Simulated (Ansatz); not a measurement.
Quick settings and what they miss: Y2InNi2 (P4/mbm, 10 atoms in the cell)

Self-consistent single point.

```xyz
10
Lattice="7.2350 0.0000 0.0000 0.0000 7.2350 0.0000 0.0000 0.0000 3.5995" Properties=species:S:1:pos:R:3 pbc="T T T"
Y      1.2817     4.8991     1.7998
Y      5.9533     2.3358     1.7998
Y      2.3358     1.2817     1.7998
Y      4.8991     5.9533     1.7998
In     3.6175     3.6175     0.0000
In     0.0000     0.0000     0.0000
Ni     4.4642     0.8467     0.0000
Ni     2.7708     6.3882     0.0000
Ni     6.3882     4.4642     0.0000
Ni     0.8467     2.7708     0.0000
```

Computed with LDA (PW92), PAW files made with PBE (plane waves; Ansatz, an electronic-structure program).

Base settings: basis.ecutwfc = 420 eV; kpoints.mp_grid.grid = 5 5 9; kpoints.mp_grid.shift = 0.5 0.5 0.5; hamiltonian.xc = lda; hamiltonian.pseudopotentials = {kind: paw} (the program's default PAW files); scf.occupations.method = cold; scf.occupations.width = 0.1 eV.

Tight run (finer mesh or higher cutoff; not a proven limit): basis.ecutwfc: 420 eV → 590 eV; kpoints.mp_grid.grid: 5 5 9 → 7 7 13; scf.convergence.dr2_threshold: default (1e-07 eV) → 1e-09 eV. It gave Fermi level (on the code's own zero) 13.48 eV; pressure -1.32 GPa; largest force (vector length) 0.088 eV/Å.

Quick runs, as changes from the base:
- A: the base itself
- B: basis.ecutwfc: 420 eV → 295 eV; kpoints.mp_grid.grid: 5 5 9 → 8 8 8; scf.occupations.method: cold → methfessel_paxton; scf.occupations.width: 0.1 eV → 0.136 eV
- C: kpoints.mp_grid.grid: 5 5 9 → 4 4 4
- D: basis.ecutwfc: 420 eV → 335 eV; kpoints.mp_grid.grid: 5 5 9 → 6 6 6; scf.occupations.method: cold → fermi_dirac; scf.occupations.width: 0.1 eV → 0.136 eV
- E: basis.ecutwfc: 420 eV → 210 eV; kpoints.mp_grid.grid: 5 5 9 → 8 8 8; scf.occupations.method: cold → fermi_dirac; scf.occupations.width: 0.1 eV → 0.272 eV
- F: basis.ecutwfc: 420 eV → 210 eV; kpoints.mp_grid.grid: 5 5 9 → 2 2 2

Energies are extrapolated to zero smearing width, which holds to low order in the width alone.

The count of work is k-points × plane waves × bands × iterations; it is no time. 

Pressures in the table are Ansatz's without its Pulay estimate, at a fixed set of plane waves; the tight run's value above holds the estimate.

The starting cell comes from a database of computed structures (which also holds hypothetical and non-ambient phases and stackings), without a prior relaxation at this level. Its lattice was rescaled by a random factor within 2.5 % of one. Spin polarisation is off.

```
run  energy less tight (meV/atom)  pressure less tight (GPa)  largest miss in a force vector (eV/Å)  count of work / tight
---  ----------------------------  -------------------------  -------------------------------------  ---------------------
A                             1.1                       0.02                                  0.013                   0.24
B                           189.0                     -14.26                                  0.024                   0.17
C                            -9.3                      -0.03                                  0.018                  0.047
D                            31.9                      -2.45                                  0.024                  0.091
E                          5564.8                    -235.74                                  0.678                   0.11
F                          5653.9                    -236.04                                  0.610                 0.0022
```

Among the runs at the tight run's level, the energy misses run from 1.1 to 5653.9 meV/atom.

Keys are those of Ansatz 0.2.
